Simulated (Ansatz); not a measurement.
Base system: Al$_{3}$Pd$_{2}$ (space group P-3m1, No. 164; a = 4.210 Å, c = 5.140 Å; a cell from a computed database, its experimental status unchecked).

Now apply this change: every Pd is replaced by Pt; the structure is relaxed again.

Levels (all Ansatz, a program for electronic structure, PAW): PBEsol (420 eV, spin-orbit coupling left out); PBEsol+SOC (420 eV, noncollinear with spin-orbit coupling).

The geometry is relaxed with PBEsol.

- PBEsol pressure: 0.0 GPa

With PBEsol+SOC at the same geometry, the pressure goes from zero to -0.5 GPa.

Single points use the geometry relaxed with PBEsol. The spin-orbit shifts are approximate. Stability against distortions was not tested. For Al3Pt2 in this form, whether it has been made was not checked. The runs without spin-orbit coupling are not spin-polarised.
